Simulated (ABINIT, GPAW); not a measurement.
An ABINIT input for a self-consistent single point of Ba₂PdO₃ (Immm, 6 atoms in the cell) (DFT, PBEsol, plane waves, PAW (JTH v2.0 PBE PAW, files made for PBE)):

```
# Ba2PdO3, JTH v2.0 PBE PAW
pp_dirpath "./"
pseudos "Ba.GGA_PBE-JTH.xml, Pd.GGA_PBE-JTH.xml, O.GGA_PBE-JTH.xml"
acell 3*1.0
rprim
        -3.6417516860    3.8628572015   12.5521051609
         3.6417516860   -3.8628572015   12.5521051609
         3.6417516860    3.8628572015  -12.5521051609
natom 6
ntypat 3
znucl 56 46 8
typat 1 1 2 3 3 3
xcart
        -0.0000000000   -0.0000000000   16.1994958785
        -0.0000000000   -0.0000000000    8.9047144432
         0.0000000000    0.0000000000    0.0000000000
        -0.0000000000   -0.0000000000   21.2328900481
        -0.0000000000   -0.0000000000    3.8713202737
        -0.0000000000    3.8628572015   -0.0000000000
ecut 24
pawecutdg 48
pawovlp -1
pawxcdev 0
ixc -116133
occopt 7
tsmear 0.00499791
nband 36
kptopt 1
ngkpt 6 6 6
nshiftk 1
shiftk 0 0 0
nstep 50
toldfe 1.0e-09
prtwf 0
prtden 0
enunit 2
```

Task: Write the same calculation as an input for GPAW.

Result: One input that does it (others would too):

```python
from ase import Atoms
from ase.units import GPa
from gpaw import GPAW, PW

atoms = Atoms(['Ba', 'Ba', 'Pd', 'O', 'O', 'O'],
              cell=[[-1.927132, 2.044136, 6.642288],
                    [1.927132, -2.044136, 6.642288],
                    [1.927132, 2.044136, -6.642288]],
              scaled_positions=[[0.645290, 0.645290, 0.000000],
                                [0.354710, 0.354710, 0.000000],
                                [0.000000, 0.000000, 0.000000],
                                [0.845790, 0.845790, 0.000000],
                                [0.154210, 0.154210, 0.000000],
                                [0.500000, 0.000000, 0.500000]],
              pbc=True)

calc = GPAW(mode=PW(900),
            xc='PBEsol',
            kpts={'size': (6, 6, 6), 'gamma': True},
            occupations={'name': 'methfessel-paxton', 'width': 0.136, 'order': 0},
            nbands=-10,
            convergence={'forces': 0.001},
            symmetry={'symmorphic': False, 'tolerance': 0.0005},
            maxiter=100)

atoms.calc = calc

energy = atoms.get_potential_energy()
print('Energy (eV):', round(energy, 6))
forces = atoms.get_forces()
print('Forces (eV/Ang):')
print(forces.round(5))
stress = atoms.get_stress()
print('Stress (GPa, Voigt):', (stress / GPa).round(4))
```

Basis settings and potentials, where a program has them, do not carry over. This input uses DFT PBEsol, plane waves, GPAW PAW datasets PBEsol (made by gpaw-setup).

The starting cell comes from a database of computed structures (which also holds hypothetical and non-ambient phases and stackings), without a prior relaxation at this level. Its lattice was rescaled by a random factor within 2.5 % of one.
